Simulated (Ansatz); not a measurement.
ZrSnTe (P4/nmm, No. 129, 6 atoms in the cell; start mp-9289)

The numbers are results of LDA in Ansatz (plane waves, PAW), not measurements.

Settings: plane-wave cutoff 520 eV, 14×14×6 k mesh (along the axes of the cell as run), Fermi–Dirac smearing 0.05 eV, scalar-relativistic PAW data made under PBE.

Cell (relaxed at this level):

```cif
data_Sn2Te2Zr2
_chemical_formula_sum 'Zr2 Sn2 Te2'
_space_group_name_H-M_alt 'P 1'
_space_group_IT_number 1
_cell_length_a 4.01213
_cell_length_b 4.01213
_cell_length_c 8.61781
_cell_angle_alpha 90.000
_cell_angle_beta 90.000
_cell_angle_gamma 90.000
loop_
_space_group_symop_operation_xyz
  'x, y, z'
loop_
_atom_site_label
_atom_site_type_symbol
_atom_site_fract_x
_atom_site_fract_y
_atom_site_fract_z
_atom_site_occupancy
Zr1 Zr 0.50000 0.00000 0.26447 1
Zr2 Zr 0.00000 0.50000 0.73553 1
Sn1 Sn 0.00000 0.00000 0.00000 1
Sn2 Sn 0.50000 0.50000 0.00000 1
Te1 Te 0.50000 0.00000 0.61850 1
Te2 Te 0.00000 0.50000 0.38150 1
```

```
Property           Result
---------------  --------
band gap             none
bulk modulus B0  98.8 GPa
```

Note: the relaxation could not lower the start's symmetry, so the cell can be a saddle point above a distorted one; the bulk modulus is −V dP/dV from two relaxed cells at ±2 % in volume.

Spin–orbit coupling is not included; it can open a gap where bands touch, and shift volumes and moduli.

Computed values are for the static lattice.

The result took very roughly 11 core-minutes.

A start named mp-… is a Materials Project structure, which need not be a measured phase.

Ansatz is a first-principles code.
